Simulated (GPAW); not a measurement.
Input and output of a self-consistent single point for SrMg₃ (I4/mmm, 4 atoms in the cell) (GPAW).

Method of the run: LDA (Perdew-Wang 92), GPAW PAW datasets LDA (gpaw-data 1.0.1) (plane waves; GPAW 25.7.0).

The change in words: lattice scaled by 0.98. Reference geometry:
```yaml
crystal:
  lattice:
    - [-2.81647, 2.81647, 3.68196]
    - [2.81647, -2.81647, 3.68196]
    - [2.81647, 2.81647, -3.68196]
  atoms:
    - { symbol: Sr, position: [0.00000, 0.00000, 0.00000] }
    - { symbol: Mg, position: [0.50000, 0.50000, 0.00000] }
    - { symbol: Mg, position: [0.25000, 0.75000, 0.50000] }
    - { symbol: Mg, position: [0.75000, 0.25000, 0.50000] }
```

Reference input (self-consistent single point, DFT LDA (Perdew-Wang 92), plane waves, GPAW PAW datasets LDA (gpaw-data 1.0.1)): mode = pw; ecut = 800 eV; xc = LDA; kpts = 7 7 7; mesh shift (steps) = 0 0 0; occupations.name = methfessel-paxton; occupations.width = 0.2 eV; occupations.order = 0; nbands = -8; convergence.density = 1e-05 e/electron; convergence.energy = 1e-05 eV/electron; symmetry.symmorphic = false. This run's input differs from it in these lines:

```diff
@@ -5,5 +5,5 @@
 atoms = Atoms(['Sr', 'Mg', 'Mg', 'Mg'],
-              cell=[[-2.816474, 2.816474, 3.681956],
-                    [2.816474, -2.816474, 3.681956],
-                    [2.816474, 2.816474, -3.681956]],
+              cell=[[-2.760145, 2.760145, 3.608317],
+                    [2.760145, -2.760145, 3.608317],
+                    [2.760145, 2.760145, -3.608317]],
               scaled_positions=[[0.000000, 0.000000, 0.000000],
```

The program printed (abridged):

```
     iter     time        total  log10-change:
                         energy   eigst   dens
iter:   1 --:--:--    -7.699804
iter:   2 --:--:--    -7.835305   -0.48  -1.55
iter:   3 --:--:--    -7.833862   -1.37  -1.60
iter:   4 --:--:--    -7.815972   -1.90  -1.66
iter:   5 --:--:--    -7.815464   -3.07  -2.51
iter:   6 --:--:--    -7.806992   -3.17  -2.54
iter:   7 --:--:--    -7.804807   -4.36  -2.79
iter:   8 --:--:--    -7.804305   -4.81  -3.01
iter:   9 --:--:--    -7.804275   -5.87  -3.41
iter:  10 --:--:--    -7.804288c  -6.69  -3.66
iter:  11 --:--:--    -7.804279c  -6.57  -3.73
iter:  12 --:--:--    -7.804275c  -7.48c -4.47
iter:  13 --:--:--    -7.804275c  -8.46c -4.65
iter:  14 --:--:--    -7.804275c  -7.90c -4.68
iter:  15 --:--:--    -7.804275c  -9.29c -5.27c
Converged after 15 iterations.

Dipole moment: (-0.000000, 0.000000, -0.000000) |e|*Ang

Energy contributions relative to reference atoms: (reference = -102678.425114)

Kinetic:         -5.487683
Potential:      +11.780286
External:        +0.000000
XC:             -13.589692
Entropy (-ST):   -0.047538
Local:           -0.483417
SIC:             +0.000000
--------------------------
Free energy:     -7.828044
Extrapolated:    -7.804275

Showing only first 2 kpts
 Kpt  Band  Eigenvalues  Occupancy
  0    18      3.77114    0.56493
  0    19      3.77114    0.56493
  0    20      5.43992    0.00000
  0    21      5.47163    0.00000

  1    18      3.56337    1.62847
  1    19      3.66977    1.11235
  1    20      3.92861    0.09121
  1    21      5.67950    0.00000

Fermi level: 3.68975

No gap
No difference between direct/indirect transitions
Energy (eV): -7.804275

Forces in eV/Ang:
  0 Sr    0.00000    0.00000    0.00000
  1 Mg    0.00000    0.00000    0.00000
  2 Mg    0.00000    0.00000    0.00000
  3 Mg   -0.00000    0.00000    0.00000

Stress tensor:
     0.008883     0.000000     0.000000
     0.000000     0.008883     0.000000
     0.000000     0.000000    -0.000616
Stress (GPa, Voigt): [ 1.4233  1.4233 -0.0987  0.      0.      0.    ]
```

The run converged in 15 iterations. GPAW prints stress with tension positive. Against the reference run the free energy drops by 17.7 meV/atom and the pressure goes from -2.32 to -0.92 GPa.

The starting cell comes from a database of computed structures (which also holds hypothetical and non-ambient phases and stackings), without a prior relaxation at this level. Its lattice was rescaled by a random factor within 2.5 % of one. For this run, on top of that: lattice scaled by 0.98.

Cost on one core of a shared machine: roughly 4 min.
